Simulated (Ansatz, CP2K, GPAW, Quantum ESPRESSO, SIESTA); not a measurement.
# SrFe₂As₂ (P1, 5 atoms in the cell) computed with different codes at matched settings

Self-consistent single point, at a second geometry (atoms moved at random). First geometry:

```xyz
5
Lattice="-1.9620 1.9620 5.8356 1.9620 -1.9620 5.8356 1.9620 1.9620 -5.8356" Properties=species:S:1:pos:R:3 pbc="T T T"
Sr     0.0000     0.0000     0.0000
Fe     1.9620     0.0000     2.9178
Fe     0.0000     1.9620     2.9178
As     0.0000     0.0000     7.5746
As     0.0000     0.0000     4.0966
```

Second geometry:
```yaml
crystal:
  lattice:
    - [-1.96205, 1.96205, 5.83556]
    - [1.96205, -1.96205, 5.83556]
    - [1.96205, 1.96205, -5.83556]
  atoms:
    - { symbol: Sr, position: [0.00104, 0.98721, 0.99062] }
    - { symbol: Fe, position: [0.25757, 0.74360, 0.49873] }
    - { symbol: Fe, position: [0.74791, 0.26747, 0.50775] }
    - { symbol: As, position: [0.64985, 0.63693, 0.99737] }
    - { symbol: As, position: [0.34364, 0.36479, 0.00552] }
```

Shared settings, as Ansatz (an electronic-structure program) writes them: kpoints.mp_grid.grid = 6 6 6; scf.occupations.method = gaussian; scf.occupations.width = 0.2 eV. Potentials and cutoffs stand in the table.

```tsv
code	model	ΔF from the first geometry (meV/atom)	pressure (GPa)	largest force (eV/Å)	cutoff
Ansatz	PBEsol, PAW files made with PBE	22.2	-2.46	1.141	default
Quantum ESPRESSO	PBEsol, PSlibrary ultrasoft (PBE) pseudopotentials	21.5	-1.39	1.211	55 Ry
SIESTA	GGA PBEsol, numerical atomic orbitals DZP, PseudoDojo PBEsol standard norm-conserving potentials (rewritten from UPF to PSML)	21.8	4.77	1.551	grid 300 Ry
GPAW	PBEsol, GPAW PAW datasets PBEsol (made by gpaw-setup)	21.1	-1.12	1.211	800 eV
CP2K	PBEsol, GPW, DZVP-MOLOPT-SR-GTH basis, GTH-PBE potentials (GTH_POTENTIALS)	19.3	0.13	1.310	grid 600 Ry
```

Size of the force on each atom (eV/Å): Sizes of forces hide their directions.

```csv
code,Sr1,Fe2,Fe3,As4,As5
Ansatz,0.191,1.141,1.034,0.811,1.024
Quantum ESPRESSO,0.195,1.211,1.086,0.765,1.155
SIESTA,0.343,1.326,1.238,0.793,1.551
GPAW,0.197,1.211,1.091,0.745,1.169
CP2K,0.193,1.235,1.121,0.718,1.310
```

On Ansatz's run: spin polarisation is off, so a magnetic state, if there is one, cannot be reached.

The spread over the programs that give each value: ΔF from the first geometry within 2.9 meV/atom; pressure within 7.23 GPa; largest force within 0.410 eV/Å.

SIESTA and CP2K use small atom-centred bases, whose incompleteness enters pressures, forces and empty levels differently from a plane-wave cutoff. Ansatz's pressure is given at a fixed set of plane waves, as the other plane-wave codes print theirs; with its correction for the finite basis it is -2.40 GPa. In the pressure, Ansatz (by 1.07), SIESTA (by 6.17) and CP2K (by 1.52) lie more than 1 GPa from the median of the plane-wave programs. In the force vectors, Ansatz (by 0.193), SIESTA (by 0.439) and CP2K (by 0.242) lie more than 0.08 eV/Å from the median of the plane-wave programs.

The starting cell comes from a database of computed structures (which also holds hypothetical and non-ambient phases and stackings), without a prior relaxation at this level. For this run, on top of that: atoms moved at random.

Left out of this page: FLEUR (not drawn, or without a comparable value).

Keys are those of Ansatz 0.2.
